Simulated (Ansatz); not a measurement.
Ti on the 1x1 (100) surface of monoclinic ZrO2 (cut with top plane 2 O), one in a 1x1 cell, energies for each (28.2 Å²). Energies are against an atom of hcp Ti, without zero-point or thermal terms; each row is named by its start.

Host crystal: monoclinic ZrO2, with a band gap (PBE, scalar-relativistic without spin-orbit coupling).

Method: PBE (plane waves to 420 eV, PAW; Ansatz, a first-principles code).

Set-up: 25 atoms, 9.4 Å thick at the start under the adsorbate (thin: gaps and levels are the slab's own); mesh 4x4x1; 0.01 eV smearing; dipole correction on; 12 atoms held, the rest relaxed; each run with such symmetry as its start has; spin-polarised, no spin-orbit, no U, no dispersion correction.

A negative adsorption energy means that the adsorbate is more stable on the surface than in its reference. Starts that drift may end in the same place. Heights count from the host atoms within 0.3 Å of the top one. Moments of ungapped slabs depend on the mesh.

| starting site | E_ads (eV) | height (Å) | nearest host atom (Å) | bonded to | change of the vacuum step (eV) | lateral drift (Å) | moment (μB) |
|---|---|---|---|---|---|---|---|
| top O | 1.84 | 0.75 | O 1.90 | 2 O + 4 Zr | -0.95 | 1.7 | 2.0 |
| over Zr at depth 1.1 Å | 1.95 | 1.20 | O 1.83 | 2 O + 3 Zr | -1.40 | 0.8 | 1.6 |
| hollow O-O-O | 1.84 | 0.75 | O 1.90 | 2 O + 4 Zr | -0.96 | 1.1 | 2.0 |
| hollow O-O-O over O at depth 6.9 Å | 1.84 | 0.75 | O 1.90 | 2 O + 4 Zr | -0.94 | 1.6 | 2.0 |
| bridge O-O (span 5.2 Å) | 1.83 | 0.75 | O 1.90 | 2 O + 4 Zr | -0.93 | 1.9 | 2.0 |
| bridge O-O (span 5.4 Å) | 1.83 | 0.75 | O 1.89 | 2 O + 4 Zr | -0.94 | 1.2 | 2.0 |
